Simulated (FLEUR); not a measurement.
Tetragonal strain at fixed volume: zinc-blende AlN (space group 216) (FLEUR, LDA)

```
AlN
1.0
    0.00000     2.11902     2.28623
    2.11902     0.00000     2.28623
    2.11902     2.11902     0.00000
Al N
1 1
Direct
  0.00000   0.00000   0.00000
  0.75000   0.75000   0.75000
```

Level of theory: LDA (Perdew-Zunger), all-electron FLAPW (FLEUR), scalar-relativistic valence (FLEUR). Settings: Kmax = 5.13 1/bohr; GmaxXC = 15.4 1/bohr; xcFunctional = pz; jspins = 1; l_soc = F; mode = hist; fermiSmearingEnergy = 0.00036749 Htr; mesh (inpgen div1-3) = 14 14 14; inpgen gamma flag = true; Gmax = 15.4 1/bohr; numbands = 0; maxIterBroyd = 40; imix = Anderson; alpha = 0.05; precondParam = 0; minDistance = 1e-05 me/bohr^3. The cell above is the first row's. The rows deform the cubic crystal at fixed volume: two cube axes by 1 + δ, the third by (1 + δ)⁻². E is the free energy at the stated smearing above the cubic cell, and y = E/δ². In all rows fractional positions and the k mesh are held.

```csv
δ (%),y (meV/atom per %²)
-2.5,?
-2.0,2.984
-1.5,2.873
-1.0,2.763
1.0,2.376
1.5,2.285
2.0,2.201
2.5,2.121
```

Q: Fit y against δ with a straight line, and predict the withheld value at δ = -2.5.

A: Means: δ 0.35714, y 2.5147. About the means, the sum of products is -3.8193 and the sum of squares of δ is 19.857; the slope is their ratio. Least squares gives y = 2.5834 - 0.19234·δ. Residuals (row less fit): 0.0159, 0.0011, -0.0127, -0.0151, -0.0099, 0.0023, 0.0185; standard error 0.0147 (degrees of freedom: 5). To second order E = 3(C11 - C12)·V·δ², so the intercept gives, with V = 10.266 Å^3/atom and δ in per cent, C11 - C12 = 2.5834 × 10⁴ × 0.160218 / (3 × 10.266) = 134 GPa. The slope measures the third-order term; a fourth-order term enters the intercept as a small bias. At the withheld row, y = 2.5834 - 0.19234 × (-2.5) = 3.0643 meV/atom per %². The calculation gives 3.098 meV/atom per %², 0.0337 meV/atom per %² above the prediction (3.4 % of the range of y in the table). The row lies outside the fitted rows, so this is an extrapolation. From the scatter of the fitted rows alone, a prediction at this place has a standard error of 0.0184 meV/atom per %², so the miss is 1.8 times that.

Carrying the step between the two nearest rows on in a straight line would have given 3.095, off by 0.003; series whose last step already gives the withheld value aren't shown. The reference cell has the volume at which an earlier scan in this program and functional put its minimum by a fit (its basis settings may differ). This is a metastable polymorph. The runs keep the symmetry of the cell, so they don't test it for distortions. Values depend on the basis (sphere radii, cutoffs, local orbitals), which need not be converged. Cutoffs and mesh are single choices, not tested for convergence of this quantity. Series with a scatter that would blur these digits, or in which a gap closes, are not shown. Strain series were run only where this level's volume lies within 10 % of a first guess from the measured size.
